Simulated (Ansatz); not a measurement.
Consider MgO in the rock salt structure (space group Fm-3m, No. 225).

```xyz
2
Lattice="0.0000 2.1022 2.1022 2.1022 0.0000 2.1022 2.1022 2.1022 0.0000" Properties=species:S:1:pos:R:3 pbc="T T T"
O      0.0000     0.0000     0.0000
Mg     2.1022     2.1022     2.1022
```

Cartesian axes are those of the cell as printed.

Method: plane-wave PAW DFT at the r2SCAN level (Ansatz, a program for electronic structure, 500 eV), no SOC.

Strains are applied to the cell and any free atomic positions relax; under biaxial strain the out-of-plane vector relaxes too.

One change was made to it. Results:

The band gap drops by 0.27 eV to 5.41 eV; the energy increases by 4.6 meV/atom.

### Question
What was done to the base?
A) tensor shear ε_xz = −0.69 %
B) biaxial strain +2.82 %, plane normal [001], relaxed out of plane
C) uniaxial strain ε_yy = −0.16 %
D) uniaxial strain ε_zz = +2.37 %

### Answer
D, uniaxial strain ε_zz = +2.37 %. For comparison, the band gap in the other runs: uniaxial strain ε_yy = −0.16 % gives 5.70 eV; biaxial strain +2.82 %, plane normal [001], relaxed out of plane gives 5.25 eV; tensor shear ε_xz = −0.69 % gives 5.63 eV.

No phonon test of stability was made.
